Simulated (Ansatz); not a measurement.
Results of rVV10 (Ansatz, a program for electronic structure, PAW) for pyrite PtAs₂.

Settings: plane-wave cutoff 500 eV, 6×6×6 k mesh, gaussian smearing 0.02 eV, scalar-relativistic PAW data made under PBE.

Computed at the level's own relaxed cell.

### Question
What does this level give for the equilibrium volume per atom and lattice constant a?

### Answer

* **equilibrium volume per atom**: 19.22 Å³/atom
* **lattice constant a**: 6.133 Å

The run finds no gap.

Measured, for comparison: equilibrium volume per atom 17.70 Å³/atom, lattice constant a 5.967 Å (temperature not stated, not corrected to a static lattice; as tabulated in Wikipedia's data pages). Computed (rounded) less measured: equilibrium volume per atom +8.6 %, lattice constant a +2.8 %.

Spin–orbit coupling is not included.

Computed values are for the static lattice.

Computing time: about 6 core-minutes (a rough figure).
